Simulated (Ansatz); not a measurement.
# Hypothetical P4_2/mnm GaN, carrier doping

Consider GaN (space group P4_2/mnm, No. 136; a = 5.5350 Å, c = 3.2140 Å; a hypothetical phase, not in the database extracts checked).

Carriers are added at fixed cell with a uniform background; the Fermi–Dirac width is that of 300 K.

Levels (all Ansatz, a program for electronic structure, PAW): PBE (420 eV, without spin-orbit coupling); PBEsol (420 eV, without spin-orbit coupling).

The base cell above is that of PBE; each level relaxes its own structures.

```json
[
 {"case": "electrons 5.0×10^21 cm⁻³", "gap between the host's bands, PBE": "1.61 eV", "gap between the host's bands, PBEsol": "1.77 eV"},
 {"case": "electrons 7.0×10^21 cm⁻³", "gap between the host's bands, PBE": "1.57 eV", "gap between the host's bands, PBEsol": "1.74 eV"},
 {"case": "electrons 1.0×10^22 cm⁻³", "gap between the host's bands, PBE": "1.51 eV", "gap between the host's bands, PBEsol": "1.68 eV"},
 {"case": "electrons 2.0×10^22 cm⁻³", "gap between the host's bands, PBE": "1.31 eV", "gap between the host's bands, PBEsol": "1.49 eV"},
 {"case": "holes 5.0×10^21 cm⁻³", "gap between the host's bands, PBE": "1.86 eV", "gap between the host's bands, PBEsol": "2.00 eV"},
 {"case": "holes 7.0×10^21 cm⁻³", "gap between the host's bands, PBE": "1.91 eV", "gap between the host's bands, PBEsol": "2.05 eV"},
 {"case": "holes 1.0×10^22 cm⁻³", "gap between the host's bands, PBE": "1.99 eV", "gap between the host's bands, PBEsol": "2.12 eV"},
 {"case": "holes 2.0×10^22 cm⁻³", "gap between the host's bands, PBE": "2.25 eV", "gap between the host's bands, PBEsol": "2.37 eV"}
]
```

PBE lies below PBEsol in every row, by 0.12 eV to 0.18 eV. They put the cases in the same order.

Carriers are added with a uniform compensating background; total energy and stress of such cells depend on the potential's zero and are not compared; many-body gap narrowing is missing at this level. No phonon test of stability was made.
